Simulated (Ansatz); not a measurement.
Checking a run of Ansatz (a program for electronic structure) on KAl3 (I4/mmm, 4 atoms in the cell). The aim is a self-consistent single point with DFT, PBE, plane waves, default PAW files.

Cell that was meant: a = 6.0544 Å, b = 6.0544 Å, c = 6.0544 Å, α = 135.46°, β = 135.46°, γ = 64.82°.

Part of the input:

Ansatz 0.2 input:
```yaml
  pseudopotentials: { kind: paw }
scf:
  occupations: { method: gaussian, width: 0.1 }
  max_iter: 40
  convergence: { dr2_threshold: 1.0e-22 eV }
output:
  forces: true
  eigenvalues: true
```

The program printed (abridged):

```
WARN basis.ecutwfc = 420 eV, the default
WARN ansatz: RAYON_NUM_THREADS=1 ignored (pool sized by the plan → 1); use --threads N
   [... lines left out ...]
Symmetry: 16 space group operations
Space group: I4/mmm (ITA 139), of the structure as read, at distance tolerance 4.8e-5 Å
k-points: 196 of 2197
Initial density: superposition of atomic densities (neutral atoms: chi_scale 0, normalization atom), corrected by the library's trained network
Initial wavefunctions: pseudopotential atomic-orbital guess
Eigensolver: davidson
Functional: x = pbe(κ = 0.804, μ = 0.2195149727645171), c = pbe(β = 0.06672455060314922)
SCF iter   1: F=—  HF=-3148.039340 eV  |F-HF|=—  |Δ(HF+E_count)|=         —  Δρ=1.74e-3  dr2=6.54e-3  ethr=1.77e-3  ⟨swp⟩=6.9  Hψ=17427  notcnv=0
all-band conjugate gradients solve this SCF's bands
preconditioner: auto → Kerker (q_TF=auto, 2.025 Å⁻¹)
SCF iter   2: F=—  HF=-3148.038237 eV  |F-HF|=—  |Δ(HF+E_count)|=   1.10e-3  Δρ=1.10e-3  dr2=2.75e-3  ethr=3.64e-5  ⟨swp⟩=1.0  Hψ=4127  notcnv=0
   [... lines left out ...]
SCF iter  15: F=—  HF=-3148.037815 eV  |F-HF|=—  |Δ(HF+E_count)|=  4.55e-13  Δρ=1.97e-12  dr2=8.35e-21  ethr=9.19e-19 (applied; sched 1.00e-12)  ⟨swp⟩=1.0  Hψ=2527  notcnv=0  defer=21
SCF iter  16: F=—  HF=-3148.037815 eV  |F-HF|=—  |Δ(HF+E_count)|=  9.09e-13  Δρ=3.42e-13  dr2=2.18e-22  ethr=9.19e-19 (applied; sched 1.00e-12)  ⟨swp⟩=1.0  Hψ=2527  notcnv=0  defer=21
SCF iter  17: F=-3148.037815 eV  HF=-3148.037815 eV  |F-HF|=4.55e-13  |Δ(HF+E_count)|=  9.09e-13  Δρ=9.76e-14  dr2=2.19e-23  ethr=1.00e-12  ⟨swp⟩=1.4  Hψ=3768  notcnv=0
SCF 1 converged in 17 iterations: F = -3148.037815 eV  dr2 = 2.19e-23
Free energy (F): -3148.037815 eV
Internal energy: -3148.024601 eV  (E = F + TS)
E sigma→0 (E₀):  -3148.031208 eV
Entropy (-TS):   -0.013214 eV (-3.304 meV/atom)
Fermi energy:    4.442352 eV
--- Forces (eV/Å), atoms counted from 1 ---
  atom   1  Al    -0.00000000     0.00000000     0.00000000
   [... zero for the other atoms too ...]
--- Stress (GPa, compression-positive) ---
       -1.786938       0.000000       0.000000
        0.000000      -1.786938      -0.000000
        0.000000      -0.000000      -4.745488
  P = ⅓ Tr σ = -2.7731 GPa (-27.731 kbar)
  The stress holds the Pulay correction. Without it, at fixed plane waves, as pw.x and ABINIT print it: P = -2.7967 GPa
```

Problem. Is anything amiss in this input, and did it matter?

Solution. The results can be used. The input holds a threshold far tighter than needed, beside a limit on iterations, which can do harm: each further decade of the residual costs iterations, and near the noise of double precision and of the grids the loop may never get there. Here it did none. The run converged in 17 iterations, and against the sound input the free energy stays essentially unchanged (within 1 meV/atom) and the pressure stays at -2.77 GPa. It cost iterations: the sound input took 6.

The sound input it was made from differs as follows (other fixes are possible):
```diff
-  max_iter: 40
-  convergence: { dr2_threshold: 1.0e-22 eV }
```

With that input, the run converged in 6 iterations: free energy E − TS (on the zero of these files) -3148.0378 eV; Fermi level (on the code's own zero) 4.44 eV; pressure -2.77 GPa (DFT, PBE, plane waves, default PAW files).

On the sound input: the starting cell was generated: these elements placed on a structure prototype, without a prior relaxation; it need not be a known phase or ordering of this composition. Its lattice was rescaled by a random factor within 2.5 % of one. Ansatz's pressure includes its estimate of the finite-basis (Pulay) stress.
